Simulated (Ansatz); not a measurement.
# Worked example: self-consistent single point of HfPd2 (I4mm, 3 atoms in the cell) in Ansatz

Method of the run: PBEsol, default PAW files made with PBE (plane waves; Ansatz, a program for electronic structure).

Input as run:

Ansatz 0.2 input:
```yaml
crystal:
  lattice:
    - [-1.69453100, 1.69453100, 4.34401400]
    - [1.69453100, -1.69453100, 4.34401400]
    - [1.69453100, 1.69453100, -4.34401400]
  atoms:
    - { symbol: Hf, position: [0.00575500, 0.00575500, 0.00000000] }
    - { symbol: Pd, position: [0.33903000, 0.33903000, 0.00000000] }
    - { symbol: Pd, position: [0.66097000, 0.66097000, 0.00000000] }
basis:
  ecutwfc: 420.0 eV
kpoints:
  mp_grid:
    grid: [14, 14, 14]
hamiltonian:
  xc: pbesol
  pseudopotentials:
    kind: paw
scf:
  occupations:
    method: fermi_dirac
    width: 0.1 eV
output:
  forces: true
  eigenvalues: true
  stress: true
```

Log, with long lists cut:

```
WARN ansatz: RAYON_NUM_THREADS=1 ignored (pool sized by the plan → 1); use --threads N
basis.fft_grid_basis auto: the FFT boxes are laid along the combinations [[1, 0, 1], [0, 1, 1], [0, 0, 1]] of the cell's own vectors, 3.389, 3.389 and 4.961 Å …
Pseudopotentials: kind: paw
Pseudopotential: Hf, paw, valence charge 26
Pseudopotential: Pd, paw, valence charge 18
Crystal: 3 atoms, lattice volume = 49.894 Å³
Basis set: ecut = 420 eV, 991 PW (Γ), FFT grids on a1+a3, a2+a3, a3, exchange–correlation on 48×48×72 points (8 copies of the dense FFT grid, shifted against one another)
Bands: 38, of which v1, the nominal top of the filled ones, is band 31 counted from 1 (30 counted from 0)
Symmetry: 8 space group operations
Space group: I4mm (ITA 107), of the structure as read, at distance tolerance 3.7e-5 Å
k-points: 244 of 2744 (time reversal used)
PAW frozen core: Hf, regenerated for the run's functional, and the local potential with it
PAW frozen core: Pd, regenerated for the run's functional, and the local potential with it
Initial density: superposition of atomic densities (neutral atoms: chi_scale 0, normalization atom), corrected by the library's trained network
Initial wavefunctions: pseudopotential atomic-orbital guess
Eigensolver: davidson
Functional: x = pbesol(κ = 0.804, μ = 0.12345679012345678), c = pbesol(β = 0.046)
SCF iter   1: F=—  HF=-29413.765299 eV  |F-HF|=—  |Δ(HF+E_count)|=         —  Δρ=9.47e-3  dr2=5.39e-2  ethr=1.77e-3  ⟨swp⟩=5.7  Hψ=34164  notcnv=0  defer=1
all-band conjugate gradients solve this SCF's bands
preconditioner: auto → Kerker (q_TF=auto, 2.829 Å⁻¹)
SCF iter   2: F=—  HF=-29413.758326 eV  |F-HF|=—  |Δ(HF+E_count)|=   6.97e-3  Δρ=3.86e-3  dr2=1.03e-2  ethr=8.69e-5  ⟨swp⟩=1.1  Hψ=11287  notcnv=0  defer=2
SCF iter   3: F=—  HF=-29413.756938 eV  |F-HF|=—  |Δ(HF+E_count)|=   1.39e-3  Δρ=9.08e-4  dr2=6.15e-4  ethr=1.67e-5  ⟨swp⟩=1.8  Hψ=10486  notcnv=0  defer=2
SCF iter   4: F=—  HF=-29413.756852 eV  |F-HF|=—  |Δ(HF+E_count)|=   8.56e-5  Δρ=3.74e-4  dr2=1.51e-4  ethr=9.92e-7  ⟨swp⟩=2.1  Hψ=11447  notcnv=0  defer=2
SCF iter   5: F=—  HF=-29413.756785 eV  |F-HF|=—  |Δ(HF+E_count)|=   6.72e-5  Δρ=1.71e-4  dr2=1.40e-5  ethr=2.44e-7  ⟨swp⟩=2.0  Hψ=15729  notcnv=0  defer=2
SCF iter   6: F=—  HF=-29413.756769 eV  |F-HF|=—  |Δ(HF+E_count)|=   1.60e-5  Δρ=2.89e-5  dr2=4.32e-7  ethr=2.25e-8  ⟨swp⟩=2.1  Hψ=12404  notcnv=0  defer=2
SCF iter   7: F=-29413.756769 eV  HF=-29413.756769 eV  |F-HF|=5.79e-9  |Δ(HF+E_count)|=   6.04e-8  Δρ=6.52e-6  dr2=1.75e-8  ethr=1.61e-10  ⟨swp⟩=6.2  Hψ=36687  notcnv=0
SCF 1 converged in 7 iterations: F = -29413.756769 eV  dr2 = 1.75e-8
SCF converged after 7 iterations
Free energy (F): -29413.756769 eV
Harris-Foulkes:  -29413.756769 eV  (|F-HF|=5.79e-9)
Internal energy: -29413.700600 eV  (E = F + TS)
E sigma→0 (E₀):  -29413.728685 eV
Entropy (-TS):   -0.056168 eV (-18.723 meV/atom)
Fermi energy:    20.752723 eV
--- Per-component energies (eV) ---
  E_band       = -199.897716
  E_kinetic    = 1453.709443
  E_local      = -8424.133468  (includes V_loc(G=0)·N_el)
  E_nonlocal   = -802.283318
  E_hartree    = 3752.019735
  E_xc         = -635.031366
  E_vxc        = -690.829143  (∫ρ·V_xc dr)
  E_paw        = -14176.810363  (= ΣΔE_a)
  E_vpaw       = 759.599127  (= ΣTr[D̂ρ^β])
  E_aug_tail   = 0.000375  (compensation charges beyond the density's cutoff)
  E_ewald      = -10583.027779
  E_core_change = 1.856140  (= ΣΔE_core)
  E_smearing   = -0.056168  (= −TS)
  E_closure    = 0.000000  (closes the sum)
  Σ components = -29413.756769   (vs F -29413.756769, Δ=0.00e0)
--- Forces (eV/Å), atoms counted from 1 ---
  atom   1  Hf    -0.00000000    -0.00000000    -0.37745644
  atom   2  Pd     0.00000000     0.00000000     0.10022410
  atom   3  Pd    -0.00000000     0.00000000     0.27726284
  max |Σ_I F_I| component: 3.05e-5 eV/Å
--- Stress (GPa, compression-positive) ---
       -1.000176       0.000000       0.000000
        0.000000      -1.000176       0.000000
        0.000000       0.000000      -1.585682
  P = ⅓ Tr σ = -1.1953 GPa (-11.953 kbar)
  The stress holds the Pulay correction. Without it, at fixed plane waves, as pw.x and ABINIT print it: P = -1.2488 GPa
--- Band table (eV; the first three rows and the last of 244) ---
  k-point 0: bands = ["-63.6988", "-63.5959", "-41.1916", "-29.4738", "-29.4693", "-29.4693", "-29.3307", "-29.3307", "-29.3005", "-9.8740", "-9.7586", "-9.7586", "8.8337", "8.8555", "8.8556", "8.8556", "8.8657", "8.8723", "8.8723", "13.1433", [...]
  k-point 1: bands = ["-63.6986", "-63.5960", "-41.1908", "-29.4772", "-29.4705", "-29.4657", "-29.3330", "-29.3312", "-29.2996", "-9.8713", "-9.7702", "-9.7688", "8.8354", "8.8551", "8.8555", "8.8561", "8.8657", "8.8714", "8.8720", "13.3265", [...]
  k-point 2: bands = ["-63.6979", "-63.5961", "-41.1887", "-29.4823", "-29.4742", "-29.4601", "-29.3393", "-29.3328", "-29.2979", "-9.8642", "-9.8018", "-9.7975", "8.8400", "8.8536", "8.8549", "8.8576", "8.8656", "8.8696", "8.8714", "13.8402", [...]
  k-point 243: bands = ["-63.6971", "-63.5976", "-41.1922", "-29.4752", "-29.4752", "-29.4228", "-29.3496", "-29.3247", "-29.3247", "-9.8860", "-9.7567", "-9.7567", "8.8366", "8.8558", "8.8558", "8.8571", "8.8640", "8.8706", "8.8706", "15.1861", [...]
```

The run converged in 7 iterations.

The starting cell comes from a database of computed structures (which also holds hypothetical and non-ambient phases and stackings), without a prior relaxation at this level. Its lattice was rescaled by up to half a per cent. One atom was moved a little off its site on purpose. Spin-orbit coupling is off. Spin polarisation is off. Ansatz's pressure includes its estimate of the finite-basis (Pulay) stress.
